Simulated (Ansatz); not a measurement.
## AgI in the zinc blende structure (space group F-43m, No. 216)

AgI is modelled in the cubic space group F-43m (No. 216), the zinc blende structure, Pearson symbol cF8. Conventional cell: a = b = c = 6.628 Å, α = β = γ = 90.00°. I on 4c has 4 Ag at 2.870 Å (tetrahedral). Ag on 4a has 4 I at 2.870 Å (tetrahedral). (Neighbours: up to the widest gap in distance over summed covalent radii, below 1.35, at either atom; cation-cation and far metal-metal contacts left out.)
(The calculation used a cell of 2 atoms; values per cell refer to that cell.)

All numbers come from Ansatz (an electronic-structure program), PBE, PAW, cutoff 420 eV, spin-orbit coupling left out. Settings: 9×9×9 k-points, 0.05 eV Fermi–Dirac smearing.

The volume per atom comes out as 36.40 Å³ and the density is 5.35 g/cm³. The band gap comes out as 1.34 eV, direct at Γ, the electron mass comes out as 0.18 mₑ and the hole mass (degenerate bands, along [100]) comes out as 0.22, 0.79, 0.79 mₑ. The lowest conduction-band minima above the VBM is Γ 1.34 eV; L along ⟨111⟩ 2.79 eV and the total energy is -7552.004 eV/atom (σ→0; compares only within this code and set-up).

With I present, leaving out spin-orbit coupling can change the band edges. Masses are band curvatures over ±0.01 Å⁻¹ around the edge. Whether these cells are dynamically stable was not tested.
